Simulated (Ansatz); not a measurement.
Si on the Cu site in fcc Cu

Method: PBE, PAW (plane waves to 420 eV; Ansatz, an electronic-structure program). Details: 32-site cell; 6×6×6 shifted k-points; start: the Cu site; no Hubbard U; energies good to tenths of an eV; the relaxation kept the symmetry of the starting site.

Neighbours after relaxation, in Å: of the Si atom: Cu 2.56, Cu 2.56, Cu 2.56, Cu 2.56, Cu 2.56, Cu 2.56, Cu 2.56, Cu 2.56 (the shell may go on).

Formation energies E_f are those of the neutral cell. Chemical conditions: host crystal and elements as references (Δμ(Cu) = 0.00 eV, Δμ(Si) = 0.00 eV; Si taken from its element, since no compound that bounds it was computed at this level; only phases computed here count, gases as isolated molecules at 0 K). Reference phases: Cu: fcc Cu, Si: silicon.

| charge | moment (μB) | point group | largest move off a lattice site (Å) | E_f, host crystal and elements as references (eV) |
|---|---|---|---|---|
| 0 | not spin-polarised | Oh | 0.01 | -0.27 |

Point groups are those of the whole cell at tolerances of 0.03 and 0.1 Å ("near" where only the looser one holds); none is given for unsettled states.

All states together cost roughly 6 core-minutes.
